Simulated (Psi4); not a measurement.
Psi4 1.11, CCSD(T)/cc-pvdz, cc_type df, scf_type df, freeze_core True: O=C1OC(=O)[SiH2]1, 8 atoms. The geometry is a generated start, not checked to be a minimum at this level.

| Quantity | Value |
|---|---|
| task | energy |
| basis | cc-pvdz |
| memory | 7 GB |
| cc_type | df |
| scf_type | df |
| freeze_core | true |
| guess | auto, which took SAD (default) |
| diis_max_vecs | 10 (default) |
| scf_initial_accelerator | adiis (default) |
| e_convergence | 1e-08 (default) |
| d_convergence | 1e-08 (default) |
| basis functions (reference run) | 98 |

```xyz
8

O     -0.8535    -2.1723    -0.1709
C     -0.6550    -0.9773    -0.1151
O     -1.5077     0.0809    -0.2107
C     -0.5551     1.0423    -0.0540
O     -0.6346     2.2522    -0.0370
Si     0.8600    -0.0462     0.1202
H      1.4983    -0.1187     1.4730
H      1.8477    -0.0609    -1.0055
```
Charge 0, spin multiplicity 1.

The reference run has method = ccsd(t); it is not itself proven converged. One run each, on a shared machine, so no times are given.

Measured:

| setting | virtual orbitals kept | energy against the reference |
|---|---|---|
| the reference | — | — |
| method = fno-ccsd(t), occ_tolerance = 1e-06 | 72 | under 0.001 meV/atom |
| method = fno-ccsd(t), occ_tolerance = 0.0003 | 64 | +4.4 meV/atom |
| method = fno-ccsd(t), occ_tolerance = 0.003 | 38 | +85 meV/atom |

Problem. Predict the row for method = fno-ccsd(t), occ_tolerance = 0.001.

Solution. virtual orbitals kept: 51; energy against the reference: +30 meV/atom. Total energies are compared; such shifts often cancel in part in energy differences. The FNO energies hold the MP2 energy of the dropped orbitals.
